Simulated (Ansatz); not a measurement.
# K: biaxial strain −0.83 %, plane normal [111], relaxed out of plane

The parent structure is K in the bcc (W type) structure (space group Im-3m, No. 229; a = 5.215 Å; relaxed with 0.1 eV smearing). Axes: x, y, z lie along the cube axes.

Perturbation: compressive biaxial strain of 0.83 % in the plane normal to [111], as in epitaxy on a mismatched substrate; the out-of-plane cell vector and the atoms relax.

Method: PBEsol (Ansatz, a quantum-chemistry and plane-wave program), no spin-orbit coupling. k-mesh 18×18×18 (Γ-centred); smearing 0.1 eV (Fermi–Dirac).

The volume per atom shrinks by 0.88 Å³ to 70.02 Å³ and the space group becomes R-3m (No. 166) (base: Im-3m (No. 229)). The energy goes up by 0.3 meV/atom and the band gap remains zero. The out-of-plane strain comes out as +0.42 % and the ratio −ε⊥/ε∥ is 0.50. The mean in-plane stress (compression positive) is +0.1 GPa.

Final structure (turned so that z lies along the plane normal):

```yaml
crystal:
  lattice:
    - [7.31337, 0.00000, 0.00000]
    - [3.65669, 6.33356, 0.00000]
    - [3.65669, -2.11119, 1.51158]
  atoms:
    - { symbol: K, position: [0.00000, 0.00000, 0.00000] }
```

Cost of the whole job for the changed cell (relaxation, final SCF and bands): around 40 core-seconds (rough).

No phonon test of stability was made.
